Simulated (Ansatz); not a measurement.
The decay constant κ of evanescent states in the gap governs leakage through a thin film.

Given:

```xyz
2
Lattice="3.0172 0.0000 0.0000 0.0000 3.0172 0.0000 1.5086 1.5086 2.1335" Properties=species:S:1:pos:R:3 pbc="T T T"
Si     3.0172     1.5086     1.0667
C      0.0000     0.0000     0.0000
```

The cell is strained (all lengths scaled by 0.98); by r2SCAN it stands under a pressure of 15.9 GPa.

Transport runs along the normal of the first two printed cell vectors, the (001) plane of the conventional cell.

No gap correction and no spin-orbit coupling; mid-gap is the computed energy nearest the middle.

### Question
Compute, with r2SCAN in Ansatz (a first-principles code), the band gap and the smallest decay constant κ at mid-gap.

### Answer
Gap 1.67 eV on a 14×14×14 mesh; κ = 0.204 1/Å, at (0.500, 0.500) of the in-plane reciprocal vectors. At the zone centre the slowest state has κ = 0.27 1/Å.
